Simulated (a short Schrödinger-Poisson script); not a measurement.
Structure: gated Al0.4Ga0.6N/GaN polarisation-induced gas, at 300 K.

```tsv
layer	material	thickness (nm)	Na (cm⁻³)
1	Al0.4Ga0.6N	15	-
2	GaN	6000	2e15
```

Constants are typed, rounded textbook-type inputs, not results; the design itself was drawn at random and stands for no fabricated device. Al0.4Ga0.6N: permittivity 9.26, conduction-band edge (eV) 0.58, gap (eV) 4.258, electron mass (mₑ) 0.248, Nv at 300 K (cm⁻³) 4.6e19. GaN: permittivity 9.5, conduction-band edge (eV) 0, gap (eV) 3.43, Nv at 300 K (cm⁻³) 4.6e19.

Channel valleys (confinement mass, in-plane density-of-states mass, number): Γ 0.2, 0.2, 1. At the gate the conduction-band edge of layer 1 lies 1.36 eV − eVg above the Fermi level of the channel; the field vanishes at the back. Sheet of polarisation charge: +2e13 e/cm² at 15 nm from the gate. The barrier under the gate holds no holes. Gaps are held at their typed values at every temperature. Mesh 0.08 nm at interfaces.

Solved with a short Schrödinger-Poisson script written for these runs: 1D Poisson equation in equilibrium, electrons quantum, Hartree (BenDaniel-Duke, 40 states a valley, the channel's in-plane mass for all, wave functions free to enter the barrier), parabolic valleys, classical holes, full ionisation, no traps, pinning or gate leakage.

Task: List the lowest subbands of each valley and their electrons at Vg = 0.5 V.

Result: 
```csv
valley,subband,energy from the Fermi level (meV),electrons (cm⁻²),share (%)
Γ,0,-176.2,1.47e13,86.3
Γ,1,-8.8,1.90e12,11.1
Γ,2,49.2,3.00e11,1.8
```

All electrons: 1.71e13 cm⁻².
